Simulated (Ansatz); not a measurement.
Consider WSi₂ (space group I4/mmm, No. 139; relaxed with 0.1 eV smearing).

```
WSi2
1.0
   -1.60611     1.60611     3.90325
    1.60611    -1.60611     3.90325
    1.60611     1.60611    -3.90325
W Si
1 2
Direct
  0.00000   0.00000   0.00000
  0.33482   0.33482   0.00000
  0.66518   0.66518   0.00000
```

Cartesian axes are those of the cell as printed.

Level of theory: r2SCAN in Ansatz (plane waves to 500 eV, PAW, without spin-orbit coupling), earlier PAW set.

Strains are applied to the cell and any free atomic positions relax; under biaxial strain the out-of-plane vector relaxes too; under stress the whole cell relaxes.

One change was made to it. Results:

The energy increases by 6.3 meV/atom; the volume per atom drops by 0.159 Å³, from 13.42 Å³ to 13.27 Å³.

Q: Name the change that was made.
(A) biaxial strain −1.64 %, plane normal [001], relaxed out of plane
(B) uniaxial stress, 0.5 GPa compression along z
(C) uniaxial stress, 8 GPa compression along x

A: C, uniaxial stress, 8 GPa compression along x. For comparison, the energy relative to the base in the other runs: biaxial strain −1.64 %, plane normal [001], relaxed out of plane gives +12 meV/atom; uniaxial stress, 0.5 GPa compression along z gives 0.0 meV/atom.

Stability under load was not tested beyond the relaxation. All final runs are without spin polarisation.

Ansatz is a first-principles code.
